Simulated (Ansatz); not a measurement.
Consider Si-vacancy pair (Si on one host W site, one W site vacant) in bcc W, neutral cell. Computed with PBE, PAW (plane waves to 420 eV; Ansatz, a first-principles code).

36-site cell at the relaxed PBE lattice, a 2×2×3 k-point mesh shifted by half a step, smearing 0.10 eV, spin-restricted, no finite-size correction. Static, classical nuclei. Spin-orbit coupling is left out. Forms of the defect that were not tried may lie lower.

Barriers: single points on a 3×3×5 k-point mesh shifted by half a step at the bands' geometries (they differ from the bands' own by up to 0.12 eV, and are uncertain by about as much).

Relaxed starting cell (atoms counted from 1):

```
CELL_PARAMETERS angstrom
      9.55287     0.00000     0.00000
      0.00000     9.55287     0.00000
      0.00000     0.00000     6.36858
ATOMIC_POSITIONS crystal
  Si 0.01125 0.01060 0.01753
  W  0.00084 0.00018 0.49478
  W  0.00198 0.32879 0.00471
  W  0.00243 0.33009 0.49741
  W  0.00052 0.66723 0.00000
  W  0.00046 0.66646 0.50132
  W  0.32945 0.00132 0.00470
  W  0.33075 0.00176 0.49742
  W  0.33174 0.33108 0.00555
  W  0.33228 0.33162 0.49838
  W  0.33278 0.66613 0.00052
  W  0.33314 0.66686 0.50211
  W  0.66790 0.99986 0.00000
  W  0.66712 0.99980 0.50133
  W  0.66680 0.33212 0.00053
  W  0.66753 0.33248 0.50212
  W  0.66691 0.66624 0.00183
  W  0.66754 0.66688 0.50147
  W  0.16764 0.16698 0.74802
  W  0.16682 0.49689 0.25157
  W  0.16679 0.49802 0.75093
  W  0.16809 0.83222 0.25241
  W  0.16652 0.83440 0.75242
  W  0.49754 0.16616 0.25159
  W  0.49869 0.16612 0.75094
  W  0.50019 0.49953 0.25163
  W  0.49903 0.49836 0.75215
  W  0.50011 0.83345 0.25162
  W  0.49857 0.83464 0.75185
  W  0.83288 0.16742 0.25243
  W  0.83508 0.16585 0.75243
  W  0.83412 0.49945 0.25162
  W  0.83530 0.49790 0.75185
  W  0.83421 0.83354 0.24955
  W  0.83645 0.83578 0.75275
```

End state 1 differs by these moves (Å; atoms that move under 0.08 Å are left out):

```csv
atom,element,Δx,Δy,Δz
1,Si,1.38,1.38,1.38
```

Task: Estimate the forward and backward barriers to end state 1 that PBE, PAW returns for this input.

Result: forward 0.29 eV, backward 0.29 eV; at the saddle point atom 1 has neighbours 4 W at 2.64, 2 W at 2.65 Å. The saddle point's order was not checked, and it lies on a symmetry element of the cell, where a band can be held.

End state 2 differs by these moves (Å; atoms that move under 0.08 Å are left out):

```json
[
 {"atom": "1", "element": "Si", "Δx": "-0.11", "Δy": "-0.11", "Δz": "-0.10"},
 {"atom": "2", "element": "W", "Δx": "1.57", "Δy": "1.57", "Δz": "-1.53"}
]
```

Task: What is the computed forward and backward barriers to end state 2 (PBE, PAW)?

Result: forward 1.65 eV, backward 1.53 eV; at the saddle point atom 2 has neighbours Si at 2.67; 2 W at 2.66, W at 2.73, 2 W at 2.75, W at 3.21, 2 W at 3.29 Å. The saddle point's order was not checked, and it lies on a symmetry element of the cell, where a band can be held.
